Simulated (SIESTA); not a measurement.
A working SIESTA input for Cd8Au5 (I-43m, 26 atoms in the cell) (DFT, LDA PW92, numerical atomic orbitals DZP, PseudoDojo LDA standard norm-conserving potentials (rewritten from UPF to PSML)):

```
# files in the folder: Cd.psml Au.psml (PseudoDojo LDA standard)
SystemName  Cd8Au5
SystemLabel siesta

NumberOfAtoms                26
NumberOfSpecies              2
%block ChemicalSpeciesLabel
  1 48 Cd
  2 79 Au
%endblock ChemicalSpeciesLabel
LatticeConstant              1.0 Bohr
%block LatticeVectors
    -9.582803068    9.582803068    9.582803068
     9.582803068   -9.582803068    9.582803068
     9.582803068    9.582803068   -9.582803068
%endblock LatticeVectors
AtomicCoordinatesFormat      ScaledCartesian
%block AtomicCoordinatesAndAtomicSpecies
    -2.085217948    2.085217948    2.085217948  1
     2.085217948    2.085217948   -2.085217948  1
     2.085217948   -2.085217948    2.085217948  1
     7.497585120    7.497585120    7.497585120  1
     3.580518538   -3.580518538   10.282156036  1
     6.002284529    6.002284529   -0.699352968  1
    -3.580518538    3.580518538   10.282156036  1
     3.580518538    3.580518538    8.883450100  1
    10.282156036    3.580518538   -3.580518538  1
    -0.699352968    6.002284529    6.002284529  1
    10.282156036   -3.580518538    3.580518538  1
     8.883450100    3.580518538    3.580518538  1
    -3.580518538   10.282156036    3.580518538  1
     6.002284529   -0.699352968    6.002284529  1
     3.580518538   10.282156036   -3.580518538  1
     3.580518538    8.883450100    3.580518538  1
    -6.220197471    6.220197471    6.220197471  2
     6.220197471    6.220197471   -6.220197471  2
     6.220197471   -6.220197471    6.220197471  2
     3.362605596    3.362605596    3.362605596  2
    12.281895380    0.000000000   -0.000000000  2
    -0.000000000    6.883710756    0.000000000  2
     6.883710756   -0.000000000    0.000000000  2
     0.000000000   12.281895380   -0.000000000  2
    -0.000000000    0.000000000    6.883710756  2
     0.000000000   -0.000000000   12.281895380  2
%endblock AtomicCoordinatesAndAtomicSpecies

XC.functional                LDA
XC.authors                   PW92
PAO.BasisSize                DZP
PAO.EnergyShift              0.01 Ry
MeshCutoff                   400 Ry
%block kgrid.MonkhorstPack
    3   0   0  0.0
    0   3   0  0.0
    0   0   3  0.0
%endblock kgrid.MonkhorstPack
OccupationFunction           FD
ElectronicTemperature        1160.45 K

MaxSCFIterations             150
SCF.Mixer.Method             Broyden
SCF.Mixer.Weight             0.1
SCF.Mixer.History            8
SCF.DM.Tolerance             1.0E-04
Diag.ParallelOverK           true
WriteForces                  true
```

The run converged in 13 iterations: free energy E − TS -116434.4320 eV; Fermi level (on the code's own zero) -2.16 eV; pressure -15.81 GPa; largest force (vector length) 0.184 eV/Å. Each of these slips is then made, one at a time:

(1)
```diff
-MaxSCFIterations             150
+MaxSCFIterations             4
```

(2)
```diff
-PAO.EnergyShift              0.01 Ry
+PAO.EnergyShift              0.1 Ry
```

Q: What happens in each case?

A: 
(1) An iteration limit that is too low. The run ended unconverged after 4 iterations.

(2) An energy shift that confines the orbitals too tightly. The run converged in 16 iterations without an error; against the sound input the free energy goes up by 19.9 eV/atom, the pressure goes from -15.81 to -110.4 GPa and the largest force goes from 0.184 to 0.714 eV/Å. The full log also holds: “Vna: WARNING: Cut-off radius for the neutral-atom potential, rVna =     5.73213” and “Vna: WARNING: Cut-off radius for charge density =     4.64914”.

The starting cell comes from a database of computed structures (which also holds hypothetical and non-ambient phases and stackings), without a prior relaxation at this level. Its lattice was rescaled by a random factor within 2.5 % of one. Values carry the incompleteness of an atom-centred basis. In the base run, with a pressure of about -16 GPa the cell is away from its equilibrium volume at this level.

Left out of this page: 3 runs of the series outside the window shown, repeating another row's setting, or not comparable; 1 run of the series stopped by limits of time or memory.
